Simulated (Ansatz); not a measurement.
A self-consistent single point of Be2C (Fm-3m, 3 atoms in the cell) with Ansatz (a first-principles code).

Method of the run: PBE (plane waves, PAW; Ansatz).

```
CELL_PARAMETERS angstrom
      0.00000     2.17000     2.17000
      2.17000     0.00000     2.17000
      2.17000     2.17000     0.00000
ATOMIC_POSITIONS crystal
  Be 0.25000 0.25000 0.25000
  Be 0.75000 0.75000 0.75000
  C  0.00000 0.00000 0.00000
```

Reference input (self-consistent single point, DFT, PBE, plane waves, default PAW files): kpoints.mp_grid.grid = 7 7 7; hamiltonian.xc = pbe; hamiltonian.pseudopotentials = {kind: paw} (the program's default PAW files); scf.occupations.method = fermi_dirac; scf.occupations.width = 0.05 eV. This run's input differs from it in these lines:

Ansatz 0.2 input:
```diff
@@ -11,3 +11,3 @@
 kpoints:
-  mp_grid: { grid: [7, 7, 7] }
+  mp_grid: { grid: [5, 5, 5] }
 hamiltonian:
```

Output, abridged:

```
SCF iter   1: F=—  HF=-437.149311 eV  |F-HF|=—  |Δ(HF+E_count)|=         —  Δρ=9.15e-4  dr2=1.06e-4  ethr=1.77e-3  ⟨swp⟩=5.5  Hψ=596  notcnv=0
all-band conjugate gradients solve this SCF's bands
preconditioner: auto → none
SCF iter   2: F=—  HF=-437.149488 eV  |F-HF|=—  |Δ(HF+E_count)|=   1.77e-4  Δρ=4.01e-4  dr2=1.57e-5  ethr=1.32e-6  ⟨swp⟩=2.3  Hψ=198  notcnv=0
   [... lines left out ...]
SCF iter   4: F=-437.149460 eV  HF=-437.149460 eV  |F-HF|=5.31e-8  |Δ(HF+E_count)|=   4.74e-7  Δρ=1.92e-5  dr2=7.90e-8  ethr=1.39e-8  ⟨swp⟩=2.0  Hψ=120  notcnv=0
iter 5 did not close the SCF: its close was put off for the readings that it lacked (scf_convergence_deferred on its scf_iter line)
SCF iter   5: F=-437.149460 eV  HF=-437.149460 eV  |F-HF|=5.57e-10  |Δ(HF+E_count)|=   1.82e-8  Δρ=2.80e-6  dr2=1.39e-9  ethr=9.87e-10  ⟨swp⟩=2.5  Hψ=116  notcnv=0
SCF iter   6: F=-437.149460 eV  HF=-437.149460 eV  |F-HF|=4.00e-11  |Δ(HF+E_count)|=  1.20e-11  Δρ=5.45e-7  dr2=6.11e-11  ethr=1.74e-11  ⟨swp⟩=1.3  Hψ=240  notcnv=0
SCF 1 converged in 6 iterations: F = -437.149460 eV  dr2 = 6.11e-11
Free energy (F): -437.149460 eV
Internal energy: -437.149460 eV  (E = F + TS)
E sigma→0 (E₀):  -437.149460 eV
Entropy (-TS):   -0.000000 eV (-0.000 meV/atom)
Fermi energy:    10.304655 eV
--- Forces (eV/Å), atoms counted from 1 ---
  atom   1  Be     0.00000000     0.00000000     0.00000000
   [... zero for the other atoms too ...]
--- Stress (GPa, compression-positive) ---
       -1.645104      -0.000000      -0.000000
        0.000000      -1.645104       0.000000
       -0.000000       0.000000      -1.645104
  P = ⅓ Tr σ = -1.6451 GPa (-16.451 kbar)
  The stress holds the Pulay correction. Without it, at fixed plane waves, as pw.x and ABINIT print it: P = -1.9058 GPa
```

The run converged in 6 iterations. Against the reference run the free energy rises by 6.8 meV/atom, the pressure moves little (-1.61 to -1.65 GPa) and the gap on the mesh goes from 1.403 to 1.624 eV. The full log also holds: “iter 4 did not close the SCF: its close was put off for the readings that it lacked (scf_convergence_deferred on its scf_iter line)”.

The starting cell has typed, rounded lattice constants, without a prior relaxation at this level. Ansatz's pressure includes its estimate of the finite-basis (Pulay) stress. Another mesh or the band path of this cell gives a smaller gap, so this value is not converged in the mesh.
